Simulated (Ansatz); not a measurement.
# Be in the hcp (Mg type) structure (space group P6_3/mmc, No. 194)

```cif
data_Be2
_chemical_formula_sum 'Be2'
_space_group_name_H-M_alt 'P63/mmc'
_space_group_IT_number 194
_space_group_name_Hall '-P 6c 2c'
_cell_length_a 2.26371
_cell_length_b 2.26371
_cell_length_c 3.56389
_cell_angle_alpha 90.000
_cell_angle_beta 90.000
_cell_angle_gamma 120.000
loop_
_atom_site_label
_atom_site_type_symbol
_atom_site_symmetry_multiplicity
_atom_site_Wyckoff_symbol
_atom_site_fract_x
_atom_site_fract_y
_atom_site_fract_z
_atom_site_occupancy
Be1 Be 2 d 0.66667 0.33333 0.25000 1
```

The values are results of DFT with r2SCAN, PAW potentials and a 500 eV plane-wave cutoff in Ansatz (a quantum-chemistry and plane-wave program), no SOC, not measurements. Γ-centred 23×23×13 mesh, Fermi–Dirac width 0.05 eV.

The volume per atom is 7.91 Å³ and the density is 1.89 g/cm³. The band gap comes out as zero and the total energy is -93.338 eV/atom (σ→0; compares only within this code and set-up).

No phonon test of stability was made.
